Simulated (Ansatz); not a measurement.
# InP: band gap against strain

InP (zinc blende, F-43m, 25.392 Å³/atom at rest) under an equal strain ε in the (001) plane with the normal axis free, as in a coherent film. PBEsol in Ansatz, a plane-wave DFT program (PAW, default set), 420 eV, 10×10×10 Γ-centred mesh, Fermi-Dirac smearing 0.05 eV; ions are relaxed within the symmetry of each cell. Gaps are the smallest over the k-mesh and a band path, without spin-orbit coupling; in all rows the valence edge lies at Γ and the conduction edge at Γ.

Here s stands for strain and Eg for gap.

| strain (%) | gap (eV) |
|---|---|
| -3.00 | ? |
| -1.50 | 0.586 |
| -1.00 | 0.581 |
| -0.50 | 0.576 |
| 0.00 | 0.569 |

### Question
Fit Eg against s with a straight line, and predict the withheld value at s = -3.00.

### Answer
Means: s -0.75000, Eg 0.5780. About the means, the sum of products is -0.014000 and the sum of squares of s is 1.2500; the slope is their ratio. Least squares gives Eg = 0.5696 - 0.01120·s. Residuals (row less fit): -0.0004, 0.0002, 0.0008, -0.0006; standard error 0.0008 (degrees of freedom: 2). Over these rows the gap moves by -1.1 ± 0.07 eV per unit strain. At the withheld row, Eg = 0.5696 - 0.01120 × (-3.0) = 0.6032 eV. The calculation gives 0.593 eV, 0.0102 eV below the prediction (42.5 % of the range of Eg in the table). The row lies outside the fitted rows, so this is an extrapolation. From the scatter of the fitted rows alone, a prediction at this place has a standard error of 0.0018 eV, so the miss is 5.7 times that.

One order more, fitted to all 7 runs of the series, follows each within 0.001, so the miss is the next term of a smooth law. Spin-orbit coupling is left out, which can shift this property for InP. Rows are the converged runs of the series near zero and its far end; series whose fitted rows scatter by over a few per cent of the range, as at a crossing or softening among them, aren't shown in this form. Most that stay on the fit to the last digits aren't either.
